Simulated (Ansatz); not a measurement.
**Worked example: self-consistent single point of TiCo (Pm-3m, 2 atoms in the cell) in Ansatz (an electronic-structure program)**

Method: LDA (PW92), default PAW files made with PBE (plane waves; Ansatz).

The input file:

Ansatz 0.2 input:
```yaml
crystal:
  lattice:
    - [2.981030, 0.000000, 0.000000]
    - [0.000000, 2.981030, 0.000000]
    - [0.000000, 0.000000, 2.981030]
  atoms:
    - { symbol: Ti, position: [0.000000, 0.000000, 0.000000] }
    - { symbol: Co, position: [0.500000, 0.500000, 0.500000] }
basis:
  ecutwfc: 420.0 eV
kpoints:
  mp_grid: { grid: [11, 11, 11] }
hamiltonian:
  xc: lda
  pseudopotentials: { kind: paw }
scf:
  occupations: { method: fermi_dirac, width: 0.1 eV }
output:
  forces: true
  eigenvalues: true
  stress: true
```

Output (repeated stretches shortened):

```
WARN ansatz: RAYON_NUM_THREADS=1 ignored (pool sized by the plan → 1); use --threads N
Pseudopotentials: kind: paw
Pseudopotential: Ti, paw, valence charge 12
Pseudopotential: Co, paw, valence charge 17
Crystal: 2 atoms, lattice volume = 26.491 Å³
Basis set: ecut = 420 eV, 485 PW (Γ)
Bands: 19, of which v1, the nominal top of the filled ones, is band 15 counted from 1 (14 counted from 0)
Symmetry: 48 space group operations
Space group: Pm-3m (ITA 221), of the structure as read, at distance tolerance 3.0e-5 Å
k-points: 56 of 1331
PAW frozen core: Ti, regenerated for the run's functional, and the local potential with it
PAW frozen core: Co, regenerated for the run's functional, and the local potential with it
Initial density: superposition of atomic densities (neutral atoms: chi_scale 0, normalization atom), corrected by the library's trained network
Initial wavefunctions: pseudopotential atomic-orbital guess
Eigensolver: davidson
Functional: x = slater, c = lda
SCF iter   1: F=—  HF=-7513.914731 eV  |F-HF|=—  |Δ(HF+E_count)|=         —  Δρ=1.42e-2  dr2=2.15e-2  ethr=1.77e-3  ⟨swp⟩=3.7  Hψ=4037  notcnv=0
all-band conjugate gradients solve this SCF's bands
preconditioner: auto → none
SCF iter   2: F=—  HF=-7513.911645 eV  |F-HF|=—  |Δ(HF+E_count)|=   3.09e-3  Δρ=4.31e-3  dr2=2.40e-3  ethr=7.41e-5  ⟨swp⟩=2.8  Hψ=2034  notcnv=0
SCF iter   3: F=—  HF=-7513.911401 eV  |F-HF|=—  |Δ(HF+E_count)|=   2.44e-4  Δρ=1.83e-3  dr2=5.41e-4  ethr=8.28e-6  ⟨swp⟩=2.2  Hψ=1882  notcnv=0
SCF iter   4: F=—  HF=-7513.911368 eV  |F-HF|=—  |Δ(HF+E_count)|=   3.27e-5  Δρ=6.62e-4  dr2=6.66e-5  ethr=1.87e-6  ⟨swp⟩=1.3  Hψ=1103  notcnv=0
SCF iter   5: F=—  HF=-7513.911367 eV  |F-HF|=—  |Δ(HF+E_count)|=   6.90e-7  Δρ=7.59e-5  dr2=8.50e-7  ethr=2.30e-7  ⟨swp⟩=1.6  Hψ=1241  notcnv=0
SCF iter   6: F=-7513.911367 eV  HF=-7513.911367 eV  |F-HF|=4.67e-10  |Δ(HF+E_count)|=   5.05e-8  Δρ=4.75e-6  dr2=1.59e-9  ethr=3.45e-10  ⟨swp⟩=5.2  Hψ=4295  notcnv=0
SCF 1 converged in 6 iterations: F = -7513.911367 eV  dr2 = 1.59e-9
SCF converged after 6 iterations
Free energy (F): -7513.911367 eV
Harris-Foulkes:  -7513.911367 eV  (|F-HF|=4.67e-10)
Internal energy: -7513.822447 eV  (E = F + TS)
E sigma→0 (E₀):  -7513.866907 eV
Entropy (-TS):   -0.088920 eV (-44.460 meV/atom)
Fermi energy:    16.327980 eV
--- Per-component energies (eV) ---
  E_band       = -404.028889
  E_kinetic    = 729.801966
  E_local      = -3885.411546  (includes V_loc(G=0)·N_el)
  E_nonlocal   = 469.678216
  E_hartree    = 1635.882610
  E_xc         = -255.280727
  E_vxc        = -327.564547  (∫ρ·V_xc dr)
  E_paw        = -2451.794402  (= ΣΔE_a)
  E_vpaw       = -662.297838  (= ΣTr[D̂ρ^β])
  E_aug_tail   = 0.000116  (compensation charges beyond the density's cutoff)
  E_ewald      = -3757.442882
  E_core_change = 0.744201  (= ΣΔE_core)
  E_smearing   = -0.088920  (= −TS)
  E_closure    = -0.000000  (closes the sum)
  Σ components = -7513.911367   (vs F -7513.911367, Δ=0.00e0)
--- Forces (eV/Å), atoms counted from 1 ---
  atom   1  Ti    -0.00000000     0.00000000    -0.00000000
  atom   2  Co    -0.00000000     0.00000000     0.00000000
  max |Σ_I F_I| component: 2.10e-29 eV/Å
--- Stress (GPa, compression-positive) ---
      -14.221933       0.000000       0.000000
       -0.000000     -14.221933       0.000000
        0.000000       0.000000     -14.221933
  P = ⅓ Tr σ = -14.2219 GPa (-142.219 kbar)
  The stress holds the Pulay correction. Without it, at fixed plane waves, as pw.x and ABINIT print it: P = -14.3648 GPa
--- Band table (eV; the first three rows and the last of 56) ---
  k-point 0: bands = ["-77.8308", "-41.5203", "-41.5203", "-41.5203", "-40.2115", "-16.6176", "-16.6176", "-16.6176", "8.6992", "12.5603", "12.5603", "14.9030", "14.9030", "14.9030", "17.1199", "17.1199", "19.0937", "19.0937", "19.0937"]
  k-point 1: bands = ["-77.8307", "-41.5237", "-41.5202", "-41.5202", "-40.2073", "-16.6432", "-16.6158", "-16.6158", "8.8640", "12.6339", "12.6361", "14.8921", "14.8921", "14.9335", "17.0349", "17.1525", "18.8676", "18.8676", "19.0561"]
  k-point 2: bands = ["-77.8303", "-41.5327", "-41.5197", "-41.5197", "-40.1961", "-16.7114", "-16.6110", "-16.6110", "9.3439", "12.8310", "12.8486", "14.8663", "14.8663", "15.0181", "16.7886", "17.2162", "18.3399", "18.3399", "18.9522"]
  k-point 55: bands = ["-77.8262", "-41.5400", "-41.5399", "-41.5399", "-40.1165", "-16.8492", "-16.8491", "-16.8491", "13.8077", "13.9201", "13.9201", "14.2653", "14.2688", "14.2688", "15.8299", "15.8299", "19.3811", "19.3811", "23.3994"]
```

The run converged in 6 iterations.

The starting cell has typed, rounded lattice constants, without a prior relaxation at this level. Its lattice was rescaled by up to half a per cent. Spin polarisation is off. With a pressure of about -14 GPa the cell is away from its equilibrium volume at this level. Ansatz's pressure includes its estimate of the finite-basis (Pulay) stress.
